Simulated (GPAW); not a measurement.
GPAW run on BeCo (Pm-3m, 2 atoms in the cell): self-consistent single point.

Computed with PBEsol, GPAW PAW datasets PBEsol (made by gpaw-setup) (plane waves; GPAW 25.7.0).

The change in words: lattice scaled by 0.98. Reference geometry:
```
BeCo
1.0
    2.57175     0.00000     0.00000
    0.00000     2.57175     0.00000
    0.00000     0.00000     2.57175
Be Co
1 1
Direct
  0.00000   0.00000   0.00000
  0.50000   0.50000   0.50000
```
Moments meant for the start (each program seeds them in its own way; μB, in the order of the atoms Be Co): 0.0 3.0.

Reference input (self-consistent single point, DFT PBEsol, plane waves, GPAW PAW datasets PBEsol (made by gpaw-setup)): spinpol = true; mode = pw; ecut = 850 eV; xc = PBEsol; kpts = 9 9 9; mesh shift (steps) = 0 0 0; occupations.name = fermi-dirac; occupations.width = 0.1 eV; nbands = -10; symmetry.symmorphic = false; symmetry.tolerance = 0.0005; maxiter = 150. This run's input differs from it in these lines:

```diff
@@ -5,7 +5,7 @@
 atoms = Atoms(['Be', 'Co'],
-              cell=[[2.571750, 0.000000, 0.000000],
-                    [0.000000, 2.571750, 0.000000],
-                    [0.000000, 0.000000, 2.571750]],
+              cell=[[2.520315, 0.000000, 0.000000],
+                    [0.000000, 2.520315, 0.000000],
+                    [0.000000, 0.000000, 2.520315]],
               positions=[[0.000000, 0.000000, 0.000000],
-                         [1.285875, 1.285875, 1.285875]],
+                         [1.260158, 1.260158, 1.260158]],
               pbc=True)
```

Log, with long lists cut:

```
     iter     time        total  log10-change:  magmom
                         energy   eigst   dens
iter:   1 --:--:--   -12.806904                   +3.0069
iter:   2 --:--:--   -13.200763   -1.37  -1.36    +1.9399
iter:   3 --:--:--   -13.482833   -2.07  -1.52    +0.1640
iter:   4 --:--:--   -13.505329   -2.84  -1.84    +0.5407
iter:   5 --:--:--   -13.554404   -2.63  -1.95    +0.5048
iter:   6 --:--:--   -13.559921   -2.89  -2.06    +0.4046
iter:   7 --:--:--   -13.560721   -3.84  -2.84    +0.3450
iter:   8 --:--:--   -13.560272c  -4.89  -2.81    +0.3144
iter:   9 --:--:--   -13.559847c  -5.29  -3.61    +0.2779
iter:  10 --:--:--   -13.559512c  -5.84  -3.26    +0.2586
iter:  11 --:--:--   -13.559402c  -6.61  -3.26    +0.2543
iter:  12 --:--:--   -13.559396c  -7.17  -3.44    +0.2547
iter:  13 --:--:--   -13.559403c  -7.97c -3.58    +0.2552
iter:  14 --:--:--   -13.559415c  -7.78c -3.63    +0.2561
iter:  15 --:--:--   -13.559421c  -6.98  -3.70    +0.2571
iter:  16 --:--:--   -13.559407c  -8.26c -4.49c   +0.2563
Converged after 16 iterations.

Dipole moment: (0.000002, 0.000002, 0.000002) |e|*Ang

Total magnetic moment: (0.000000, 0.000000, 0.256345)
Local magnetic moments:
   0 Be ( 0.000000,  0.000000, -0.005191)
   1 Co ( 0.000000,  0.000000,  0.263302)

Energy contributions relative to reference atoms: (reference = -38264.387028)

Kinetic:        +18.050368
Potential:      -13.147220
External:        +0.000000
XC:             -18.389139
Entropy (-ST):   -0.062348
Local:           -0.042242
SIC:             +0.000000
--------------------------
Free energy:    -13.590581
Extrapolated:   -13.559407

Spin contamination: 0.013236 electrons
Showing only first 2 kpts
                      Up                     Down
 Kpt  Band  Eigenvalues  Occupancy  Eigenvalues  Occupancy
  0     3     10.20665    0.77841     10.52406    0.12813
   [... lines left out ...]

Fermi level: 10.33230

No gap
No difference between direct/indirect transitions
Energy (eV): -13.559407

Forces in eV/Ang:
  0 Be    0.00000    0.00000    0.00000
  1 Co   -0.00000   -0.00000    0.00000

Stress tensor:
    -0.089909    -0.000000     0.000000
    -0.000000    -0.089909     0.000000
     0.000000     0.000000    -0.089909
Stress (GPa, Voigt): [-14.405 -14.405 -14.405   0.      0.     -0.   ]
```

The run converged in 16 iterations. GPAW prints stress with tension positive. Against the reference run the free energy goes up by 21.7 meV/atom, the pressure goes from -0.23 to 14.40 GPa and the size of the net moment moves little (0.16 to 0.13 μB/atom).

The starting cell comes from a database of computed structures (which also holds hypothetical and non-ambient phases and stackings), without a prior relaxation at this level. For this run, on top of that: lattice scaled by 0.98. The moments shrank to a small part of their start, a low-spin state that need not be the lowest. With a pressure of about 14 GPa the cell is away from its equilibrium volume at this level.
